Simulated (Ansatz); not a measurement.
The parent structure is HgTe in the zinc blende structure (space group F-43m, No. 216; a = 6.6507 Å).

Computed with Kohn–Sham DFT with the PBE functional, run in Ansatz (an electronic-structure program) with PAW and 420 eV plane waves, scalar-relativistic without spin-orbit coupling.

Base values:

The band gap is zero and the pressure is 0.0 GPa.

Perturbation: every lattice vector is shortened by 1.00 %; the atoms relax in the strained cell.

**Question.** Predict the new energy relative to the base, band gap and pressure.

**Answer.** The energy rises by 3.7 meV/atom; the band gap is still zero; the pressure goes from zero to 1.1 GPa.

Spin-orbit coupling, missing from the scalar runs, can matter with Hg and Te. Stability against distortions was not tested. The final runs are not spin-polarised. The zero or small gap of HgTe can change with the level of theory.
